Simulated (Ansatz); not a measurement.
An input for Ansatz (PBE) and the part of its output that reports the quasi-harmonic study. Lengths are of the primitive cell. The run noted for some of its cells that some bands missed the eigensolver's tolerance. Spin-orbit coupling is not included.

Ansatz 0.2 input:
```yaml
crystal:
  lattice:
    - [2.9225710063, 0.0, 0.0]
    - [-1.4612855031, 2.5310207358, 0.0]
    - [0.0, 0.0, 2.8456480765]
  atoms:
    - { symbol: W, position: [0.0, 0.0, 0.0] }
    - { symbol: C, position: [0.6666666667, 0.3333333333, 0.5] }
kpoints:
  mp_grid: { grid: [12, 12, 12] }
hamiltonian:
  xc: pbe
  pseudopotentials: { kind: paw }
scf:
  occupations: { method: methfessel_paxton, width: 0.15 }
phonons:
  method: dfpt
  qmesh: [4, 4, 3]
  temperatures: { t_max: 1000, t_step: 25 }
  thermal_expansion: {}
checkpoint:
  write: run
```

```
--- Thermal expansion: 16 cells in 3 rounds, 0 GPa ---
  no lower state was reached at cell 6; its state was not examined: fill_not_monotonic
  without vibrations: a 2.92202, b 2.92202, c 2.84692 Å, V 21.0509 Å³, B 383.84 GPa
  at 0 K: a 2.92649, b 2.92649, c 2.85216 Å, V 21.1544 Å³, B 378.10 GPa
  zero-point expansion: a +0.153, b +0.153, c +0.184, V +0.491 %
      T/K        a/Å        b/Å        c/Å       V/Å³ | expansion of a, b, c, V (1e-6/K)   | that of V in the mean from 25 °C | C_P, C_V (J/mol K of the cell) | B_T, B_S (GPa)
     0.00    2.92649    2.92649    2.85216    21.1544 |    0.00    0.00    0.00    0.00 |    5.86 |     0.000     0.000 |   378.10   378.10
   100.00    2.92664    2.92664    2.85226    21.1573 |    1.49    1.49    1.06    4.04 |    8.12 |    13.574    13.566 |   377.68   377.90
   200.00    2.92731    2.92731    2.85278    21.1707 |    2.93    2.93    2.51    8.38 |    9.97 |    27.048    26.981 |   376.12   377.06
   298.15    2.92830    2.92830    2.85364    21.1914 |    3.87    3.87    3.60   11.35 |       - |    35.820    35.637 |   373.89   375.81
   375.00    2.92922    2.92922    2.85450    21.2112 |    4.35    4.35    4.16   12.85 |   12.15 |    40.138    39.843 |   371.90   374.65
   475.00    2.93056    2.93056    2.85576    21.2399 |    4.75    4.75    4.62   14.12 |   12.95 |    43.693    43.246 |   369.17   372.99
   575.00    2.93199    2.93199    2.85712    21.2709 |    5.02    5.02    4.92   14.95 |   13.54 |    45.925    45.322 |   366.35   371.22
   675.00    2.93349    2.93349    2.85856    21.3034 |    5.21    5.21    5.13   15.54 |   14.02 |    47.432    46.671 |   363.47   369.39
   775.00    2.93504    2.93504    2.86005    21.3370 |    5.36    5.36    5.28   16.00 |   14.41 |    48.521    47.602 |   360.55   367.52
   875.00    2.93664    2.93664    2.86158    21.3716 |    5.48    5.48    5.41   16.37 |   14.74 |    49.360    48.280 |   357.61   365.61
   975.00    2.93826    2.93826    2.86314    21.4070 |    5.59    5.59    5.51   16.70 |   15.03 |    50.043    48.801 |   354.64   363.67
  1000.00    2.93867    2.93867    2.86354    21.4159 |    5.62    5.62    5.54   16.77 |   15.09 |    50.197    48.913 |   353.90   363.19
  stiffness (GPa) against the strains that keep the symmetry, 3 along the crystal's axis
    without vibrations: C11 + C12 932.15, C13 166.86, C33 956.31
  the static fit leaves 0.001 meV an atom of the energies and, of the stresses, 0.003 GPa of each cell's largest along a strain (root mean squares over the cells), whose Pulay part it has at -0.028 GPa
  vibrations' free energy: its fit passes through its cells
  the electrons' free energy at temperature is in it; its fit leaves 0.0015 meV an atom at the most
  free energies summed between the sampled wave vectors
  estimated error of the fitted expansion in any direction: up to 0.119e-6/K, at 1000 K (an estimate, not a bound: it was exceeded on models of known expansion)
  by sums over the sampled wave vectors an expansion of the volume parts by up to 0.13e-6/K
  by a static energy of one degree less an expansion of the volume parts by up to 0.00e-6/K
  eigensolver_not_converged in the phonons of 6 cells: 6, 7, 8, 9, 10, 11
```

Warnings of the run: phonon_interpolation_lacks_quadrupole_term, thermal_expansion_settings.

Cost: about 100 core-minutes (a rough figure).

Whether this phase is the stable one at each condition was not tested.

Ansatz is a first-principles code.
